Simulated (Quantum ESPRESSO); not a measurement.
Worked example: self-consistent single point of Cs (Im-3m, 1 atom in the cell) in Quantum ESPRESSO.

Computed with PBEsol, PseudoDojo standard norm-conserving (PBESOL) pseudopotentials (plane waves; Quantum ESPRESSO).

```
CELL_PARAMETERS angstrom
     -3.03475     3.03475     3.03475
      3.03475    -3.03475     3.03475
      3.03475     3.03475    -3.03475
ATOMIC_POSITIONS crystal
  Cs 0.00000 0.00000 0.00000
```

Reference input (self-consistent single point, DFT, PBEsol, plane waves, PseudoDojo standard norm-conserving (PBESOL) pseudopotentials): ecutwfc = 50 Ry; occupations = smearing; smearing = gauss; degauss = 0.0073499 Ry; potentials = {Cs: Cs.upf}; K_POINTS = automatic 5 5 5 0 0 0; conv_thr = 1e-08 Ry; mixing_beta = 0.7. This run's input differs from it in these lines:

```diff
@@ -12,3 +12,3 @@
   ntyp = 1
-  ecutwfc = 50
+  ecutwfc = 17.5
   occupations = 'smearing'
```

Output (repeated stretches shortened):

```
     Self-consistent Calculation

     iteration #  1     ecut=    17.50 Ry     beta= 0.70

     Threshold (ethr) on eigenvalues was too large:
     Diagonalizing with lowered threshold

     total energy              =     -46.63886369 Ry
     estimated scf accuracy    <       0.00703981 Ry

     iteration #  2     ecut=    17.50 Ry     beta= 0.70

     total energy              =     -46.64060588 Ry
     estimated scf accuracy    <       0.00021163 Ry

     iteration #  3     ecut=    17.50 Ry     beta= 0.70

     total energy              =     -46.64064013 Ry
     estimated scf accuracy    <       0.00001691 Ry

     iteration #  4     ecut=    17.50 Ry     beta= 0.70

     total energy              =     -46.64064109 Ry
     estimated scf accuracy    <       0.00000034 Ry

     iteration #  5     ecut=    17.50 Ry     beta= 0.70
     End of self-consistent calculation

     the Fermi energy is     2.3694 ev

!    total energy              =     -46.64064120 Ry
     estimated scf accuracy    <          8.1E-09 Ry
     smearing contrib. (-TS)   =      -0.00070661 Ry
     internal energy E=F+TS    =     -46.63993459 Ry

     convergence has been achieved in   5 iterations

     Forces acting on atoms (cartesian axes, Ry/au):

     atom    1 type  1   force =     0.00000000    0.00000000    0.00000000

     Total force =     0.000000     Total SCF correction =     0.000000

          total   stress  (Ry/bohr**3)                   (kbar)     P=      -64.15
  -0.00043608   0.00000000   0.00000000          -64.15        0.00        0.00
   0.00000000  -0.00043608   0.00000000            0.00      -64.15        0.00
   0.00000000   0.00000000  -0.00043608            0.00        0.00      -64.15

   JOB DONE.
```

The run converged in 5 iterations. Against the reference run the free energy goes up by 1.39 eV/atom and the pressure goes from -0.07 to -6.41 GPa.

The starting cell has typed, rounded lattice constants, without a prior relaxation at this level. Its lattice was rescaled by up to half a per cent. At the lowered cutoff the pressure carries the error of an incomplete plane-wave basis.
